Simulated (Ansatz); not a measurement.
Functionals compared on H2O on the 1x1 (111) surface of fcc Cu, one in a 2x2 cell, started at the site 'top Cu', in Ansatz (plane waves, PAW). The structure was relaxed with PBE; the other rows are single points on it, each with its references at the same level. Cutoff 420 eV (500 eV for r2SCAN).

Set-up: 19 atoms, 6.2 Å thick at the start under the adsorbate (thin: gaps and levels are the slab's own); mesh 6x6x1; 0.1 eV smearing; dipole correction on; 8 atoms held, the rest relaxed; no symmetry held; no spin, no spin-orbit, no U, no dispersion correction. At the end no host atom lies within bonding distance. In PBE it is, or lies within 0.03 eV of, the lowest of the starts that converged. These notes are the PBE run's. Adsorption energies are against H2O(g). A negative adsorption energy means that the adsorbate is more stable on the surface than in its reference.

```tsv
functional	adsorption energy (eV)	work function of the top face (eV)	change of the work function (eV)	rough cost of the single point
PBE	-0.15	4.18	-0.59	–
RPBE	0.01	4.05	-0.56	very roughly 5 core-minutes
r2SCAN	-0.27	4.14	-0.67	very roughly 9 core-minutes
```

Ansatz is a program for electronic structure.
